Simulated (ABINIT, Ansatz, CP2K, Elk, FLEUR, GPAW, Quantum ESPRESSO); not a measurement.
Code comparison for LuTlTe₂ (R-3m, 4 atoms in the cell)

Self-consistent single point.

```yaml
crystal:
  lattice:
    - [2.18903, 1.26384, 8.13839]
    - [-2.18903, 1.26384, 8.13839]
    - [0.00000, -2.52767, 8.13839]
  atoms:
    - { symbol: Lu, position: [0.50000, 0.50000, 0.50000] }
    - { symbol: Tl, position: [0.00000, 0.00000, 0.00000] }
    - { symbol: Te, position: [0.76400, 0.76400, 0.76400] }
    - { symbol: Te, position: [0.23600, 0.23600, 0.23600] }
```

All programs got the same cell, k-point mesh and kind of occupations (some realise fixed ones as a very narrow smearing) (in Ansatz's words: kpoints.mp_grid.grid = 5 5 5; scf.occupations.method = fixed); potentials, basis and cutoffs are each program's usual ones.

```
code                                                                                                              model  pressure (GPa)  largest force (eV/Å)  gap on the mesh (eV)  k-points           cutoff
----------------  -----------------------------------------------------------------------------------------------------  --------------  --------------------  --------------------  --------  ---------------
FLEUR                                      LDA (Perdew-Zunger), all-electron FLAPW (FLEUR), scalar-relativistic valence               –                     –                 0.653        19  Kmax 3.8 1/bohr
ABINIT                                                                               LDA (PW92), PAW (JTH v2.0 LDA PAW)           -3.29                 0.026                 0.636        19            24 Ha
Quantum ESPRESSO                                                 LDA (PZ), SSSP 1.1.2 efficiency (PBE) pseudopotentials           -2.98                 0.003                 0.589        19            50 Ry
Elk               LDA (PW92), all-electron FP-LAPW, Elk's shipped species files, APW+lo basis with extra local orbitals               –                     –                 0.660        19       rgkmax 7.5
Ansatz                                                                              LDA (PW92), PAW files made with PBE           -3.20                 0.049                 0.663        19          default
GPAW                                                      LDA (Perdew-Wang 92), GPAW PAW datasets LDA (gpaw-data 1.0.1)           -3.31                 0.040                 0.649        19           800 eV
CP2K                               LDA (Pade form), GPW, DZVP-MOLOPT-SR-GTH basis, GTH-PADE potentials (GTH_POTENTIALS)           -2.94                 0.092                 0.652        63      grid 500 Ry
```

A dash marks a value that a program does not give, or that is left out as unsure.

Gaps are read on the mesh. Another mesh or the band path gives a smaller gap, so these values are not converged in the mesh.

The spread over the programs that give each value: pressure within 0.37 GPa; largest force within 0.089 eV/Å; gap on the mesh within 0.074 eV.

The starting cell comes from a database of computed structures (which also holds hypothetical and non-ambient phases and stackings), without a prior relaxation at this level. Its lattice was rescaled by a random factor within 2.5 % of one. On Ansatz's run: Spin-orbit coupling is off. In the base run, with a pressure of about -3 GPa the cell is away from its equilibrium volume at this level.

Problem. Why do the programs differ, and what cannot be compared?

Solution. Differences of this kind can come from the potentials, where these differ, and from what each basis and cutoff leave unconverged. The valence holds different numbers of electrons (FLEUR 70, ABINIT 50, Quantum ESPRESSO 50, Ansatz (a quantum-chemistry and plane-wave program) 70, GPAW 50, CP2K 50). The zero of total energies and Fermi levels follows the potentials and each program's conventions, so they are not compared here. CP2K uses small atom-centred bases, whose incompleteness enters pressures, forces and empty levels differently from a plane-wave cutoff. FLEUR and Elk treat all electrons, but the usual bases taken here (sphere radii, linearisation, local orbitals, empty states) were not tested for convergence, so the values are no reference for the others. Ansatz's pressure is given at a fixed set of plane waves, as the other plane-wave codes print theirs; with its correction for the finite basis it is -3.17 GPa. The same LDA comes in different parametrisations, which differ slightly. The programs reduce the same mesh by symmetry to different extents, which changes the work and not the result.

Keys are those of Ansatz 0.2.
